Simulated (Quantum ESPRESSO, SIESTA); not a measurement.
# Pressure against volume in WC-type WC (space group 187) (SIESTA, LDA)

```xyz
2
Lattice="2.7968 0.0000 0.0000 -1.3984 2.4221 0.0000 0.0000 0.0000 2.7295" Properties=species:S:1:pos:R:3 pbc="T T T"
W      0.0000     0.0000     0.0000
C      0.0000     1.6147     1.3648
```

Level of theory: LDA PW92, numerical atomic orbitals TZP, PseudoDojo LDA standard norm-conserving potentials (rewritten from UPF to PSML) in SIESTA 5.4.2. Settings: XC.functional = LDA; XC.authors = PW92; potentials = PseudoDojo LDA standard; PAO.BasisSize = TZP; PAO.EnergyShift = 0.01 Ry; MeshCutoff = 390 Ry; kgrid.MonkhorstPack = 23 23 21; OccupationFunction = FD; ElectronicTemperature = 50 meV; MaxSCFIterations = 150; SCF.Mixer.Method = Pulay; SCF.Mixer.Weight = 0.2; SCF.Mixer.History = 8; SCF.DM.Tolerance = 1.0E-04. The cell above is the first row's. The rows scale it uniformly. In all rows fractional positions and the k mesh are held.

```csv
V (Å^3/atom),P (GPa)
9.245,?
9.446,36.52
9.647,24.78
9.848,14.08
10.049,4.44
10.250,-4.08
10.451,-12.14
10.652,-19.39
10.853,-25.80
```

Question: Using a cubic, estimate the missing P at V = 9.245 from the other rows, showing the fit.

Answer: With u = V - 10.1, the rows have u = -0.6540, -0.4530, -0.2520, -0.0510, 0.1500, 0.3510, 0.5520, 0.7530. Least squares gives P = 2.198 - 44.4268·u + 11.0177·u² - 1.9560·u³. Residuals (row less fit): 0.007, 0.014, -0.045, -0.053, 0.145, -0.017, -0.093, 0.043; standard error 0.096 (degrees of freedom: 4). The fitted pressure is zero at V0 = 10.15, where dP/dV = -43.34, so B0 = -V0·dP/dV = 440 GPa. At the withheld row, u = -0.8550, so P = 2.198 - 44.4268 × (-0.8550) + 11.0177 × (-0.8550)² - 1.9560 × (-0.8550)³ = 49.460 GPa. The calculation gives 49.37 GPa, 0.090 GPa below the prediction (0.1 % of the range of P in the table). The row lies outside the fitted rows, so this is an extrapolation. From the scatter of the fitted rows alone, a prediction at this place has a standard error of 0.255 GPa, so the miss is 0.4 times that.

Carrying the step between the two nearest rows on in a straight line would have given 48.26, off by 1.11; series whose last step already gives the withheld value aren't shown. The scan was laid around a cell of about the measured size, scaled by a guess for this functional; axis ratios and inner coordinates come from that cell. The runs keep the symmetry of the cell, so they don't test it for distortions. A plane-wave scan with the same functional (Quantum ESPRESSO, GBRV) gives V0 = 10.16 Å^3/atom and B0 = 425 GPa; a Birch-Murnaghan fit to all rows here lies -0.1 % from it in V0 and 4 % in B0; the two differ in basis, and may differ in potentials and mesh. Spin polarisation is off. Values carry the incompleteness of an atom-centred basis. Spin-orbit coupling is off. The shape of the cell and the inner coordinates aren't relaxed, so V0 and B0 belong to this uniform scaling; a relaxed crystal lies no higher in energy and is usually softer. Cutoffs and mesh are single choices, not tested for convergence of this quantity. Series with a scatter that would blur these digits, or in which a gap closes, are not shown.
